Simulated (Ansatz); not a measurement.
Consider Ce vacancy in ceria, charge state -4. The step: a nearby Ce atom hops onto the vacant site; the atom moves 3.74 Å along (-0.48, 0.00, -0.48) of the unit cell; the moving atom starts with neighbours 2 O at 2.26, 4 O at 2.38, 2 O at 2.43 Å and ends with 2 O at 2.26, 4 O at 2.38, 2 O at 2.43 Å. A PBE band in Ansatz (plane-wave PAW, one k-point at (0.250, 0.250, 0.250), 96 host sites, 182 SCF runs with any check of the saddle's order, static, no finite-size correction) gives a forward barrier of 4.07 eV. The program found a first-order saddle point. The charge state is imposed; whether it is stable for some Fermi level was not computed. Forms of the defect that were not tried may lie lower.

Single points at the band's start and saddle point can refine it. Rough cost of one point, in units of the band's mean SCF on the same machine:

```json
[
 {"Level": "PBE, a 2×2×2 k-point mesh shifted by half a step", "Cost of one point": "about 2"},
 {"Level": "r2SCAN at 500 eV, one k-point at (0.250, 0.250, 0.250)", "Cost of one point": "under 2"}
]
```

Q: Which of these move the barrier by more than 0.1 eV, and how far does each move it?

A: PBE, a 2×2×2 k-point mesh shifted by half a step: 0.00 eV; r2SCAN at 500 eV, one k-point at (0.250, 0.250, 0.250): +0.17 eV. Each functional is compared with PBE at the same k-points.

Ansatz is a quantum-chemistry and plane-wave program.
